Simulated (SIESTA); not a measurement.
A self-consistent single point of W3Se4S2 (P3m1, 9 atoms in the cell) with SIESTA.

Method of the run: LDA PW92, numerical atomic orbitals TZP, PseudoDojo LDA standard norm-conserving potentials (rewritten from UPF to PSML) (SIESTA).

```xyz
9
Lattice="3.2752 0.0000 0.0000 -1.6376 2.8364 0.0000 0.0000 0.0000 30.2680" Properties=species:S:1:pos:R:3 pbc="T T T"
W      0.0000     0.0000     3.5002
W      0.0000     0.0000    17.5052
W      0.0000     1.8909    10.5021
Se     0.0000     0.0000    12.2019
Se     0.0000     1.8909    15.8041
Se     0.0000     1.8909    19.2057
Se     0.0000     0.0000     8.8022
S      0.0000     1.8909     1.9559
S      0.0000     1.8909     5.0448
```

Reference input (self-consistent single point, DFT, LDA PW92, numerical atomic orbitals TZP, PseudoDojo LDA standard norm-conserving potentials (rewritten from UPF to PSML)): XC.functional = LDA; XC.authors = PW92; potentials = PseudoDojo LDA standard; PAO.BasisSize = TZP; PAO.EnergyShift = 0.01 Ry; MeshCutoff = 350 Ry; kgrid.MonkhorstPack = 7 7 1; OccupationFunction = MP; OccupationMPOrder = 0; ElectronicTemperature = 232.09 K; MaxSCFIterations = 150; SCF.Mixer.Method = Pulay. This run's input differs from it in these lines:

```diff
@@ -34,3 +34,3 @@
 PAO.EnergyShift              0.01 Ry
-MeshCutoff                   350 Ry
+MeshCutoff                   245 Ry
 %block kgrid.MonkhorstPack
```

Output (repeated stretches shortened):

```
        iscf     Eharris(eV)        E_KS(eV)     FreeEng(eV)     dDmax    Ef(eV) dHmax(eV)
   scf:    1   -19915.765108   -19962.877422   -19962.877422  1.715460 -1.939393 19.598482
   scf:    2   -19983.427436   -19984.858799   -19984.858799  0.256359 -3.773931  2.866669
   scf:    3   -19985.987762   -19985.733479   -19985.733479  0.107338 -3.198869  1.906457
   scf:    4   -19986.073895   -19985.917263   -19985.917263  0.026222 -3.361713  1.157279
   scf:    5   -19986.122093   -19986.028826   -19986.028826  0.031699 -3.584401  0.681486
   [... 8 lines left out ...]
   scf:   14   -19986.082491   -19986.082491   -19986.082491  0.000156 -3.909549  0.001286
   scf:   15   -19986.082491   -19986.082491   -19986.082491  0.000032 -3.909324  0.000765
   scf:   16   -19986.082491   -19986.082491   -19986.082491  0.000039 -3.909091  0.000392
   scf:   17   -19986.082491   -19986.082491   -19986.082491  0.000004 -3.909065  0.000190
SCF Convergence by DM+H criterion
max |DM_out - DM_in|         :     0.0000036544
max |H_out - H_in|      (eV) :     0.0001904237
SCF cycle converged after 17 iterations

Using DM_out to compute the final energy and forces

siesta: E_KS(eV) =           -19986.0825

siesta: E_KS - E_eggbox =    -19986.0825

siesta: Atomic forces (eV/Ang):
     1   -0.000030    0.000018    0.037511
     2   -0.000030    0.000017   -0.038477
     3    0.000028   -0.000016    0.015875
     4   -0.000015    0.000008    0.122828
     5    0.000017   -0.000010   -0.114447
     6    0.000017   -0.000010   -0.167857
     7   -0.000015    0.000009   -0.044544
     8    0.000016   -0.000009    0.555569
     9    0.000015   -0.000008   -0.374214
   Tot    0.000002   -0.000002   -0.007756
   Max    0.555569
   Res    0.137461    sqrt( Sum f_i^2 / 3N )
   [... lines left out ...]
siesta: FreeEng =    -19986.082491
siesta: Cell volume =        281.180171 Ang**3
siesta:         -38.37817238        -28.84110279  kBar
   [... lines left out ...]
     2     0.063089   13.936911  W
     3     0.069597   13.930403  W
     4    -0.033370   16.033370  Se
     5    -0.033448   16.033448  Se
     6    -0.029744   16.029744  Se
     7    -0.041471   16.041471  Se
     8    -0.107149    6.107149  S
     9    -0.085540    6.085540  S
 Total    -0.000000

siesta: Electric dipole (a.u.)  =   -0.000000   -0.000000   -0.020667
siesta: Electric dipole (Debye) =   -0.000000   -0.000000   -0.052530
```

The run converged in 17 iterations. Against the reference run the free energy is nearly the same (within 1 meV/atom), the pressure moves little (-3.82 to -3.84 GPa), the largest force goes from 0.575 to 0.556 eV/Å and the gap on the mesh stays at 1.283 eV.

The starting cell comes from a database of computed structures (which also holds hypothetical and non-ambient phases and stackings), without a prior relaxation at this level. Spin-orbit coupling is off. Values carry the incompleteness of an atom-centred basis.

Cost on one core of a shared machine: roughly 90 s.
